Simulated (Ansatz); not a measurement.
# Input and output of a self-consistent single point for Zr2Al3Zn (R-3m, 6 atoms in the cell) (Ansatz)

Computed with LDA (PW92), default PAW files made with PBE (plane waves; Ansatz, a first-principles code).

Input as run:

Ansatz 0.2 input:
```yaml
crystal:
  lattice:
    - [2.639959, 1.524181, 4.226220]
    - [-2.639959, 1.524181, 4.226220]
    - [0.000000, -3.048362, 4.226220]
  atoms:
    - { symbol: Zr, position_ang: [-0.000000, 0.000000, 7.917988] }
    - { symbol: Zr, position_ang: [-0.000000, -0.000000, 4.760672] }
    - { symbol: Al, position_ang: [-1.319980, 0.762091, 2.113110] }
    - { symbol: Al, position_ang: [0.000000, -1.524181, 2.113110] }
    - { symbol: Al, position_ang: [1.319980, 0.762091, 2.113110] }
    - { symbol: Zn, position_ang: [0.000000, 0.000000, 0.000000] }
basis:
  ecutwfc: 420.0
kpoints:
  mp_grid: { grid: [8, 8, 8] }
hamiltonian:
  xc: lda
  pseudopotentials: { kind: paw }
scf:
  occupations: { method: gaussian, width: 0.1 }
output:
  forces: true
  eigenvalues: true
  stress: true
```

Output, abridged:

```
WARN the atoms were moved onto the symmetric positions of the space group found under crystal.symmetry.tolerance 1.0e-5 (fractional …
WARN ansatz: RAYON_NUM_THREADS=1 ignored (pool sized by the plan → 1); use --threads N
Pseudopotentials: kind: paw
Pseudopotential: Zr, paw, valence charge 12
Pseudopotential: Al, paw, valence charge 3
Pseudopotential: Zn, paw, valence charge 12
Crystal: 6 atoms, lattice volume = 102.032 Å³
Basis set: ecut = 420 eV, 2013 PW (Γ)
Bands: 29, of which v1, the nominal top of the filled ones, is band 23 counted from 1 (22 counted from 0)
Symmetry: 12 space group operations
Space group: R-3m (ITA 166), of the structure as read, at distance tolerance 4.7e-5 Å
k-points: 65 of 512
PAW frozen core: Zr, regenerated for the run's functional, and the local potential with it
PAW frozen core: Al, regenerated for the run's functional, and the local potential with it
PAW frozen core: Zn, regenerated for the run's functional, and the local potential with it
Initial density: superposition of atomic densities (neutral atoms: chi_scale 0, normalization atom), corrected by the library's trained network
Initial wavefunctions: pseudopotential atomic-orbital guess
Eigensolver: davidson
Functional: x = slater, c = lda
SCF iter   1: F=—  HF=-12943.044169 eV  |F-HF|=—  |Δ(HF+E_count)|=         —  Δρ=4.69e-3  dr2=2.14e-2  ethr=1.77e-3  ⟨swp⟩=6.5  Hψ=9276  notcnv=0
all-band conjugate gradients solve this SCF's bands
preconditioner: auto → Kerker (q_TF=auto, 2.380 Å⁻¹)
SCF iter   2: F=—  HF=-12943.040310 eV  |F-HF|=—  |Δ(HF+E_count)|=   3.86e-3  Δρ=2.82e-3  dr2=9.55e-3  ethr=4.76e-5  ⟨swp⟩=1.0  Hψ=2407  notcnv=0
SCF iter   3: F=—  HF=-12943.038019 eV  |F-HF|=—  |Δ(HF+E_count)|=   2.29e-3  Δρ=1.03e-3  dr2=8.75e-4  ethr=2.12e-5  ⟨swp⟩=2.0  Hψ=2716  notcnv=0
SCF iter   4: F=—  HF=-12943.037618 eV  |F-HF|=—  |Δ(HF+E_count)|=   4.01e-4  Δρ=4.29e-4  dr2=2.37e-4  ethr=1.94e-6  ⟨swp⟩=2.0  Hψ=2361  notcnv=0
SCF iter   5: F=—  HF=-12943.037579 eV  |F-HF|=—  |Δ(HF+E_count)|=   3.88e-5  Δρ=1.17e-4  dr2=1.64e-5  ethr=5.26e-7  ⟨swp⟩=2.0  Hψ=2673  notcnv=0
SCF iter   6: F=—  HF=-12943.037573 eV  |F-HF|=—  |Δ(HF+E_count)|=   6.11e-6  Δρ=3.33e-5  dr2=1.22e-6  ethr=3.63e-8  ⟨swp⟩=2.4  Hψ=2910  notcnv=0
SCF iter   7: F=—  HF=-12943.037573 eV  |F-HF|=—  |Δ(HF+E_count)|=   4.36e-7  Δρ=7.76e-6  dr2=1.27e-7  ethr=2.71e-9  ⟨swp⟩=2.2  Hψ=3081  notcnv=0
SCF iter   8: F=-12943.037573 eV  HF=-12943.037573 eV  |F-HF|=4.55e-9  |Δ(HF+E_count)|=   3.80e-8  Δρ=1.57e-6  dr2=5.53e-9  ethr=2.22e-10  ⟨swp⟩=8.2  Hψ=7375  notcnv=0
SCF 1 converged in 8 iterations: F = -12943.037573 eV  dr2 = 5.53e-9
SCF converged after 8 iterations
Free energy (F): -12943.037573 eV
Harris-Foulkes:  -12943.037573 eV  (|F-HF|=4.55e-9)
Internal energy: -12943.023388 eV  (E = F + TS)
E sigma→0 (E₀):  -12943.030481 eV
Entropy (-TS):   -0.014184 eV (-2.364 meV/atom)
Fermi energy:    11.445570 eV
--- Per-component energies (eV) ---
  E_band       = -131.625957
  E_kinetic    = 872.143524
  E_local      = -3343.073933  (includes V_loc(G=0)·N_el)
  E_nonlocal   = 811.507571
  E_hartree    = 1311.465791
  E_xc         = -578.716126
  E_vxc        = -527.951835  (∫ρ·V_xc dr)
  E_paw        = -8778.940925  (= ΣΔE_a)
  E_vpaw       = -567.182158  (= ΣTr[D̂ρ^β])
  E_aug_tail   = -0.000336  (compensation charges beyond the density's cutoff)
  E_ewald      = -3239.874047
  E_core_change = 2.465093  (= ΣΔE_core)
  E_smearing   = -0.014184  (= −TS)
  E_closure    = -0.000000  (closes the sum)
  Σ components = -12943.037573   (vs F -12943.037573, Δ=0.00e0)
--- Forces (eV/Å), atoms counted from 1 ---
  atom   1  Zr     0.00000000     0.00000000    -0.04971376
  atom   2  Zr     0.00000000    -0.00000000     0.04971376
  atom   3  Al    -0.00000000     0.00000000     0.00000000
  atom   4  Al     0.00000000     0.00000000     0.00000000
  atom   5  Al    -0.00000000     0.00000000     0.00000000
  atom   6  Zn    -0.00000000     0.00000000     0.00000000
  max |Σ_I F_I| component: 4.86e-30 eV/Å
--- Stress (GPa, compression-positive) ---
       -3.348726      -0.000000       0.000000
       -0.000000      -3.348726      -0.000000
        0.000000       0.000000      -3.563504
  P = ⅓ Tr σ = -3.4203 GPa (-34.203 kbar)
  The stress holds the Pulay correction. Without it, at fixed plane waves, as pw.x and ABINIT print it: P = -3.4611 GPa
--- Band table (eV; the first three rows and the last of 65) ---
  k-point 0: bands = ["-36.9515", "-36.8576", "-15.1638", "-15.1426", "-15.1426", "-14.9030", "-14.9030", "-14.8663", "1.6736", "3.8567", "3.8567", "3.9649", "4.1300", "4.1300", "7.8052", "8.8024", "8.8024", "9.0225", "9.0431", "9.1087", "9.1087", [...]
  k-point 1: bands = ["-36.9489", "-36.8601", "-15.1681", "-15.1473", "-15.1435", "-14.9033", "-14.8984", "-14.8624", "1.7985", "3.8526", "3.8566", "3.9726", "4.1236", "4.1276", "7.1826", "8.4199", "8.5025", "8.5552", "9.0771", "9.3088", "9.6560", [...]
  k-point 2: bands = ["-36.9422", "-36.8669", "-15.1783", "-15.1579", "-15.1459", "-14.9038", "-14.8877", "-14.8529", "2.1502", "3.8427", "3.8582", "3.9976", "4.1077", "4.1220", "6.1125", "8.0446", "8.1223", "8.2697", "9.2629", "9.5440", "10.2518", [...]
  k-point 64: bands = ["-36.9230", "-36.8862", "-15.1801", "-15.1801", "-15.1726", "-14.8687", "-14.8657", "-14.8657", "3.2245", "3.7749", "3.9189", "3.9189", "4.1237", "4.1237", "4.6794", "7.6195", "7.6195", "8.1281", "9.6972", "9.6972", "10.5234", [...]
```

The run converged in 8 iterations.

The starting cell comes from a database of computed structures (which also holds hypothetical and non-ambient phases and stackings), without a prior relaxation at this level. Its lattice was rescaled by up to half a per cent. With a pressure of about -3 GPa the cell is away from its equilibrium volume at this level. Ansatz's pressure includes its estimate of the finite-basis (Pulay) stress.
